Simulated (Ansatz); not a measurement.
Results of r²SCAN+SOC (PAW; Ansatz, an electronic-structure program) for Ba2ZnTe3 (Pnma, No. 62; cell taken from a computed entry).

Run with plane-wave cutoff 560 eV, 4×6×2 k mesh (along the axes of the cell as run), Fermi–Dirac smearing 0.01 eV, PAW data made under PBE.

Cell (relaxed with PBEsol):

```cif
data_Ba8Te12Zn4
_chemical_formula_sum 'Ba8 Zn4 Te12'
_space_group_name_H-M_alt 'P 1'
_space_group_IT_number 1
_cell_length_a 9.60194
_cell_length_b 4.62603
_cell_length_c 18.67849
_cell_angle_alpha 90.000
_cell_angle_beta 90.000
_cell_angle_gamma 90.000
loop_
_space_group_symop_operation_xyz
  'x, y, z'
loop_
_atom_site_label
_atom_site_type_symbol
_atom_site_fract_x
_atom_site_fract_y
_atom_site_fract_z
_atom_site_occupancy
Ba1 Ba 0.74437 0.25000 0.04262 1
Ba2 Ba 0.25563 0.75000 0.95738 1
Ba3 Ba 0.75563 0.75000 0.54262 1
Ba4 Ba 0.24437 0.25000 0.45738 1
Ba5 Ba 0.91645 0.25000 0.78920 1
Ba6 Ba 0.08355 0.75000 0.21080 1
Ba7 Ba 0.58355 0.75000 0.28920 1
Ba8 Ba 0.41645 0.25000 0.71080 1
Zn1 Zn 0.85887 0.25000 0.36348 1
Zn2 Zn 0.14113 0.75000 0.63652 1
Zn3 Zn 0.64113 0.75000 0.86348 1
Zn4 Zn 0.35887 0.25000 0.13652 1
Te1 Te 0.50509 0.25000 0.89780 1
Te2 Te 0.49491 0.75000 0.10220 1
Te3 Te 0.99491 0.75000 0.39780 1
Te4 Te 0.00509 0.25000 0.60220 1
Te5 Te 0.61793 0.25000 0.43083 1
Te6 Te 0.38207 0.75000 0.56917 1
Te7 Te 0.88207 0.75000 0.93083 1
Te8 Te 0.11793 0.25000 0.06917 1
Te9 Te 0.81644 0.25000 0.22370 1
Te10 Te 0.18356 0.75000 0.77630 1
Te11 Te 0.68356 0.75000 0.72370 1
Te12 Te 0.31644 0.25000 0.27630 1
```

**Question.** Estimate the band gap that the calculation returns.

**Answer.** 
- band gap = 1.34 eV (on the SCF k mesh)

Note: cell and atoms aren't relaxed at this level (largest force component 0.04 eV/Å, pressure 2.0 GPa).

The computed numbers hold no vibrational or temperature effects.
